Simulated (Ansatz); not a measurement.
**GaAlN2 (P3m1, No. 156, 4 atoms in the cell; start mp-1228894)**

These are r²SCAN0 (Ansatz, a first-principles code, PAW) values and carry that method's errors.

Numerical settings: plane-wave cutoff 520 eV, 9×9×6 k mesh (along the axes of the cell as run), Fermi–Dirac smearing 0.01 eV, scalar-relativistic PAW data made under PBE.

Cell (relaxed with PBEsol):

AlGaN2 has the trigonal space group P3m1 (No. 156), Pearson symbol hP4. Lattice parameters: a = 3.1467 Å, b = 3.1467 Å, c = 5.0964 Å, α = 90.00°, β = 90.00°, γ = 120.00°. Al on 1a is surrounded by 4 N at 1.898–1.906 Å (tetrahedral). Ga on 1c is coordinated by 4 N at 1.934–1.960 Å (tetrahedral). N1 on 1c has 3 Al at 1.906 Å and 1 Ga at 1.960 Å (tetrahedral). N2 on 1a is surrounded by 1 Al at 1.898 Å and 3 Ga at 1.934 Å (tetrahedral). (Neighbours: up to the widest gap in distance over summed covalent radii, below 1.35, at either atom; cation-cation and far metal-metal contacts left out.)

```json
{
  "band_gap": "5.23 eV (on the SCF k mesh)"
}
```

Note: cell and atoms aren't relaxed at this level (largest force component 0.09 eV/Å, pressure -4.1 GPa).

Spin–orbit coupling is not included.

Cost on a shared machine: about 7 core-minutes (a rough figure).

A start named mp-… is a Materials Project structure, which need not be a measured phase.
